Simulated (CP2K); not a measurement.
Input and output of a self-consistent single point for Ba3Bi2 (Pm-3m, 5 atoms in the cell) (CP2K)

Method: LDA (Pade form), GPW, DZVP-MOLOPT-SR-GTH basis, GTH-PADE potentials (GTH_POTENTIALS) run with CP2K 2026.2.

The input file:

```
&GLOBAL
  PROJECT run
  RUN_TYPE ENERGY_FORCE
  PRINT_LEVEL MEDIUM
&END GLOBAL
&FORCE_EVAL
  METHOD Quickstep
  STRESS_TENSOR ANALYTICAL
  &DFT
    BASIS_SET_FILE_NAME BASIS_MOLOPT
    POTENTIAL_FILE_NAME GTH_POTENTIALS
    &QS
      METHOD GPW
      EPS_DEFAULT 1E-10
    &END QS
    &MGRID
      CUTOFF 500
      REL_CUTOFF 50
      NGRIDS 5
    &END MGRID
    &SCF
      SCF_GUESS ATOMIC
      EPS_SCF 1E-6
      MAX_SCF 100
      ADDED_MOS 8
      &DIAGONALIZATION
        ALGORITHM STANDARD
      &END DIAGONALIZATION
      &MIXING
        METHOD BROYDEN_MIXING
        ALPHA 0.3
        NBUFFER 8
        BETA 1.5
      &END MIXING
      &SMEAR ON
        METHOD FERMI_DIRAC
        ELECTRONIC_TEMPERATURE [K] 580.23
      &END SMEAR
    &END SCF
    &KPOINTS
      SCHEME MONKHORST-PACK 5 5 5
    &END KPOINTS
    &XC
      &XC_FUNCTIONAL PADE
      &END XC_FUNCTIONAL
    &END XC
    &PRINT
      &MO
        EIGENVALUES T
        OCCUPATION_NUMBERS T
        NDIGITS 8
        FILENAME mo
        &EACH
          QS_SCF 0
        &END EACH
        ADD_LAST NUMERIC
      &END MO
      &MULLIKEN ON
      &END MULLIKEN
    &END PRINT
  &END DFT
  &SUBSYS
    &CELL
      A 6.46279400 0.00000000 0.00000000
      B 0.00000000 6.46279400 0.00000000
      C 0.00000000 0.00000000 6.46279400
      PERIODIC XYZ
    &END CELL
    &COORD
      Ba       0.00000000     3.23139700     3.23139700
      Ba       3.23139700     0.00000000     3.23139700
      Ba       3.23139700     3.23139700     0.00000000
      Bi       0.00000000     0.00000000     0.00000000
      Bi       3.23139700     3.23139700     3.23139700
    &END COORD
    &KIND Ba
      BASIS_SET DZVP-MOLOPT-SR-GTH
      POTENTIAL GTH-PADE-q10
    &END KIND
    &KIND Bi
      BASIS_SET DZVP-MOLOPT-SR-GTH
      POTENTIAL GTH-PADE-q5
    &END KIND
  &END SUBSYS
  &PRINT
    &FORCES ON
    &END FORCES
    &STRESS_TENSOR ON
    &END STRESS_TENSOR
  &END PRINT
&END FORCE_EVAL
```

Output (repeated stretches shortened):

```
 GLOBAL| Method name                                                        CP2K
 GLOBAL| Project name                                                        run
 GLOBAL| Run type                                                   ENERGY_FORCE

 CELL| Volume [angstrom^3]:                                           269.936082
 CELL| Vector a [angstrom]:       6.463     0.000     0.000   |a| =     6.462794
 CELL| Vector b [angstrom]:       0.000     6.463     0.000   |b| =     6.462794
 CELL| Vector c [angstrom]:       0.000     0.000     6.463   |c| =     6.462794
 CELL| Angle (b,c), alpha [degree]:                                    90.000000
 CELL| Angle (a,c), beta  [degree]:                                    90.000000
 CELL| Angle (a,b), gamma [degree]:                                    90.000000
 CELL| Numerically orthorhombic:                                             YES
 CELL| Periodicity                                                           XYZ

 DFT| Spin restricted Kohn-Sham (RKS) calculation                            RKS
 DFT| Multiplicity                                                             1
 DFT| Number of spin states                                                    1
 DFT| Charge                                                                   0
 DFT| XC density smoothing                                                  NONE
 DFT| XC derivatives                                                          PW

 QS| Method:                                                                 GPW
 QS| Density plane wave grid type                        NON-SPHERICAL FULLSPACE
 QS| Number of grid levels:                                                    5
 QS| Density cutoff [a.u.]:                                                250.0
 QS| Multi grid cutoff [a.u.]: 1) grid level                               250.0
   [... lines left out ...]
 BRILLOUIN| Wavefunction type                                            COMPLEX
 BRILLOUIN| List of Kpoints [2 Pi/Bohr]                                       63
 BRILLOUIN| Number           Weight            X              Y              Z
 BRILLOUIN|     1           0.01600       -0.40000       -0.40000       -0.40000
 BRILLOUIN|     2           0.01600       -0.40000       -0.40000       -0.20000
 BRILLOUIN|     3           0.01600       -0.40000       -0.40000        0.00000
   [... 60 lines left out ...]
 *******************************************************************************

 Extrapolation method: initial_guess

 Re-scaling the density matrix to get the right number of electrons
                  # Electrons              Trace(P)               Scaling factor
                           40                40.000                        1.000

 Number of electrons:                                                         40
 Number of occupied orbitals:                                                 20
 Number of molecular orbitals:                                                28

 Number of orbital functions:                                                 68
 Number of independent orbital functions:                                     68
 SCF WAVEFUNCTION OPTIMIZATION

  Step     Update method      Time    Convergence         Total energy    Change
     1 NoMix/Diag. 0.30E+00      -     1.77944447       -88.4070073019 -8.84E+01
     2 Broy./Diag. 0.30E+00      -     0.03115951       -87.7569633408  6.50E-01
     3 Broy./Diag. 0.30E+00      -     0.22344969       -87.6335802155  1.23E-01
     4 Broy./Diag. 0.30E+00      -     0.01530615       -87.8296680838 -1.96E-01
     5 Broy./Diag. 0.30E+00      -     0.02922469       -87.9512468854 -1.22E-01
     6 Broy./Diag. 0.30E+00      -     0.00709287       -87.9671253073 -1.59E-02
     7 Broy./Diag. 0.30E+00      -     0.01040602       -87.9691464359 -2.02E-03
   [... 7 lines left out ...]
    15 Broy./Diag. 0.30E+00      -     0.00000501       -87.9812827468 -1.35E-04
    16 Broy./Diag. 0.30E+00      -     0.00000586       -87.9813625736 -7.98E-05
    17 Broy./Diag. 0.30E+00      -     0.00000199       -87.9813920419 -2.95E-05
    18 Broy./Diag. 0.30E+00      -     0.00000157       -87.9814024029 -1.04E-05
    19 Broy./Diag. 0.30E+00      -     0.00000025       -87.9814039354 -1.53E-06
  *** SCF run converged in    19 steps ***

  Electronic density on regular grids:        -40.0000000007       -0.0000000007
  Core density on regular grids:               39.9999999921       -0.0000000079
  Total charge density on r-space grids:       -0.0000000086
  Total charge density g-space grids:          -0.0000000086

  Overlap energy of the core charge distribution:               0.00000000000249
  Self energy of the core charge distribution:               -180.03294791813161
  Core Hamiltonian energy:                                     34.90644685157638
  Hartree energy:                                              70.82304234012315
  Exchange-correlation energy:                                -13.67786824603992
  Electronic entropic energy:                                  -0.00007696295753
  Fermi energy:                                                 0.14153935547604

  Total energy:                                               -87.98140393538242
  Total energy (extrapolated to T->0):                        -87.98136545390365

                     Mulliken Population Analysis

 #  Atom  Element  Kind  Atomic population                           Net charge
       1     Ba       1          9.153547                              0.846453
       2     Ba       1          9.153547                              0.846453
       3     Ba       1          9.153547                              0.846453
       4     Bi       2          5.990574                             -0.990574
       5     Bi       2          6.548785                             -1.548785
 # Total charge                             40.000000                 -0.000000

 ENERGY| Total FORCE_EVAL ( QS ) energy [hartree]            -87.981404585205212

 FORCES| Atomic forces [hartree/bohr]
 FORCES|   Atom     x               y               z               |f|
 FORCES|      1 -1.74369033E-10  1.48945374E-11  1.48993891E-11   1.75637122E-10
 FORCES|      2  1.49180219E-11 -1.74379253E-10  1.49230458E-11   1.75651270E-10
 FORCES|      3  1.48852620E-11  1.48833563E-11 -1.74391217E-10   1.75657001E-10
 FORCES|      4  1.21528808E-12  1.21933076E-12  1.22016918E-12   2.11009607E-12
 FORCES|      5  1.82143945E-11  1.82120525E-11  1.82124625E-11   3.15457891E-11
 FORCES| Sum    -1.25136066E-10 -1.25169976E-10 -1.25136151E-10
 FORCES| Total atomic force                                       2.16761653E-10

 STRESS| Analytical stress tensor [bar]
 STRESS|                        x                   y                   z
 STRESS|      x        2.12922978282E+02   1.53059493058E-05   1.53059256912E-05
 STRESS|      y        1.53059493058E-05   2.12923060524E+02   1.53068866453E-05
 STRESS|      z        1.53059256912E-05   1.53068866453E-05   2.12922933751E+02
 STRESS| 1/3 Trace                                             2.12922990852E+02
```

The run converged in 19 iterations.

The starting cell comes from a database of computed structures (which also holds hypothetical and non-ambient phases and stackings), without a prior relaxation at this level. Its lattice was rescaled by a random factor within 2.5 % of one. Values carry the incompleteness of an atom-centred basis.
